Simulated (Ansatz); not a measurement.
The starting structures come from a database of crystals and need not be the phases stable at ambient conditions.

 Where the default PAW files enter, the runs use the earlier of Ansatz's two default sets.

By PBEsol, the system below comes out a metal.

Given:

```
NbN
1.0
    2.95168     0.00000     0.00000
    0.00000     5.89819     0.00000
    1.47584     0.00000     2.55623
Nb N
2 2
Direct
  0.00000   0.50000   0.00000
  0.00000   0.00000   0.00000
  0.66667   0.75000   0.66667
  0.33333   0.25000   0.33333
```

Space group of this cell: P6_3/mmc, NiAs type. The cell is taken as given; by PBEsol its mean pressure is -13.8 GPa.

The current flows along the normal of the first two printed cell vectors, the (100) plane of the conventional cell. No spin-orbit coupling; the value is a mean over 0.1 eV about the Fermi level.

Problem. Give the ballistic conductance per area that PBEsol in Ansatz (a quantum-chemistry and plane-wave program) yields.

Solution. 0.51 × 10¹⁵ S/m² for both spins.
